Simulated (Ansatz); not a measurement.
Start from WSi2 (space group I4/mmm, No. 139; relaxed with 0.1 eV smearing).

```
CELL_PARAMETERS angstrom
     -1.59264     1.59264     3.88656
      1.59264    -1.59264     3.88656
      1.59264     1.59264    -3.88656
ATOMIC_POSITIONS crystal
  Si 0.66535 0.66535 0.00000
  Si 0.33465 0.33465 0.00000
  W  0.00000 0.00000 0.00000
```

Cartesian axes are those of the cell as printed.

The values are results of Ansatz (a quantum-chemistry and plane-wave program), LDA, PAW, cutoff 420 eV, no spin-orbit coupling, not measurements.

It is then changed as follows: uniaxial strain ε_zz = +2.50 %, all other strain components held at zero, atoms relaxed at fixed cell.

Q: Predict the stress tensor and what it implies for the stiffness.

A: Stress of the strained cell less that of the base (GPa, compression positive):
```
   -2.4     0.0     0.0
    0.0    -2.4     0.0
    0.0     0.0   -12.6
```

Then −Δσ_ii/ε with ε = 0.0250 gives secant stiffness values (nonlinear terms included at this strain): C33 ≈ 502 GPa, C13 ≈ 98 GPa and C23 ≈ 98 GPa.

As a check, the harmonic strain energy −½ V₀ Δσ:ε is 13 meV/atom; the computed energy rise is 13 meV/atom.

Whether these cells are dynamically stable was not tested. All final runs are without spin polarisation.
